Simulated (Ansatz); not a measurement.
## A computed series for Al: response to strain

Base system: Al in the fcc (Cu type) structure (space group Fm-3m, No. 225; relaxed with 0.1 eV smearing).

```
CELL_PARAMETERS angstrom
      0.00000     1.99683     1.99683
      1.99683     0.00000     1.99683
      1.99683     1.99683     0.00000
ATOMIC_POSITIONS crystal
  Al 0.00000 0.00000 0.00000
```

Cartesian axes are those of the cell as printed.

Strains are applied to the cell and any free atomic positions relax; under biaxial strain the out-of-plane vector relaxes too; under stress the whole cell relaxes.

The values are results of Ansatz (an electronic-structure program), r2SCAN, PAW, cutoff 500 eV, scalar-relativistic without spin-orbit coupling, not measurements.

Notes on the quantities. energy relative to the base: free energy F; pressure: mean of the normal stresses, compression positive.

| variant | energy relative to the base | volume per atom | pressure | space group |
|---|---|---|---|---|
| base | 0 meV/atom | 15.92 Å³ | 0.0 GPa | Fm-3m (No. 225) |
| biaxial strain −1.92 %, plane normal [001], relaxed out of plane | +5.3 meV/atom | 15.62 Å³ | 2.0 GPa | I4/mmm (No. 139) |
| biaxial strain +0.94 %, plane normal [001], relaxed out of plane | +1.1 meV/atom | 16.07 Å³ | -0.8 GPa | I4/mmm (No. 139) |
| biaxial strain +2.29 %, plane normal [111], relaxed out of plane | +7.3 meV/atom | 16.35 Å³ | -2.1 GPa | R-3m (No. 166) |
| isotropic strain −1.57 % | +11 meV/atom | 15.19 Å³ | 4.9 GPa | Fm-3m (No. 225) |
| isotropic strain −1.09 % | +5.1 meV/atom | 15.41 Å³ | 3.3 GPa | Fm-3m (No. 225) |
| isotropic strain +5.94 % | +118 meV/atom | 18.93 Å³ | -10.6 GPa | Fm-3m (No. 225) |
| uniaxial strain ε_xx = +1.24 % | +1.0 meV/atom | 16.12 Å³ | -1.1 GPa | I4/mmm (No. 139) |
| tensor shear ε_xy = +2.96 % | +8.1 meV/atom | 15.91 Å³ | 0.4 GPa | Immm (No. 71) |
| uniaxial stress, 2 GPa compression along x | +1.9 meV/atom | 15.82 Å³ | – | I4/mmm (No. 139) |

Beyond what the load breaks, stability against distortions was not tested.
